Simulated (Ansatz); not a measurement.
Base system: HgSe in the zinc blende structure (space group F-43m, No. 216; a = 6.133 Å).

The values are results of Kohn–Sham DFT with the PBEsol functional, run in Ansatz (a quantum-chemistry and plane-wave program) with PAW and 420 eV plane waves, no spin-orbit coupling, earlier PAW set, not measurements.

For the base:

| Property | Value |
|---|---|
| Shortest interatomic distance | 2.656 Å |

It is then changed as follows: every Se is replaced by Br, then cell and atoms are relaxed.

### Question
Estimate the effect on the shortest interatomic distance.

### Answer
The shortest interatomic distance increases by 0.2445 Å to 2.900 Å.

Whether these cells are dynamically stable was not tested. As relaxed here, HgBr is a hypothetical phase, not in the database extracts checked. The final runs are not spin-polarised. An odd electron count without spin: HgBr.
